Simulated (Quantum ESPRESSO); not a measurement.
Band structure of GaN (P6_3mc, 8 atoms in the cell).

```xyz
8
Lattice="3.2290 0.0000 0.0000 -1.6145 2.7964 0.0000 0.0000 0.0000 10.5711" Properties=species:S:1:pos:R:3 pbc="T T T"
Ga     0.0000     0.0000     0.0000
Ga     0.0000     0.0000     5.2855
Ga     1.6145     0.9321     7.9302
Ga     0.0000     1.8643     2.6447
N      0.0000     0.0000     8.5854
N      0.0000     0.0000     3.2999
N      1.6145     0.9321     5.9546
N      0.0000     1.8643     0.6690
```

Method of the run: PBE, PseudoDojo standard norm-conserving (PBE) pseudopotentials (plane waves; Quantum ESPRESSO).

Settings: ecutwfc = 85 Ry; occupations = smearing; smearing = fermi-dirac; degauss = 0.0073499 Ry; potentials = {Ga: Ga.upf, N: N.upf}; K_POINTS = automatic 3 3 1 0 0 0; conv_thr = 1e-09 Ry.

The starting cell was generated: these elements placed on a structure prototype, without a prior relaxation; it need not be a known phase or ordering of this composition. Its lattice was rescaled by a random factor within 2.5 % of one.

Q: Predict the gap along the standard path and the places of the band edges.

A: The gap along the path is 1.51 eV, direct at Γ to within 0.01 eV.

Levels in eV from the top of the valence band on the SCF mesh, bands 33 to 40:
```json
[
 {"point": "Γ", "33": "-0.47", "34": "-0.06", "35": "0.00", "36": "0.00", "37": "1.51", "38": "3.73", "39": "4.03", "40": "4.16"},
 {"point": "M", "33": "-1.81", "34": "-1.79", "35": "-1.26", "36": "-0.94", "37": "3.64", "38": "3.89", "39": "5.08", "40": "5.51"},
 {"point": "K", "33": "-2.87", "34": "-2.10", "35": "-2.10", "36": "-1.45", "37": "5.82", "38": "5.82", "39": "6.03", "40": "6.63"},
 {"point": "A", "33": "-0.15", "34": "-0.15", "35": "-0.15", "36": "-0.15", "37": "2.72", "38": "2.72", "39": "4.18", "40": "4.18"},
 {"point": "L", "33": "-1.83", "34": "-1.83", "35": "-1.22", "36": "-1.22", "37": "4.27", "38": "4.27", "39": "4.85", "40": "4.85"},
 {"point": "H", "33": "-2.13", "34": "-2.13", "35": "-1.87", "36": "-1.87", "37": "5.38", "38": "5.38", "39": "6.76", "40": "6.76"}
]
```
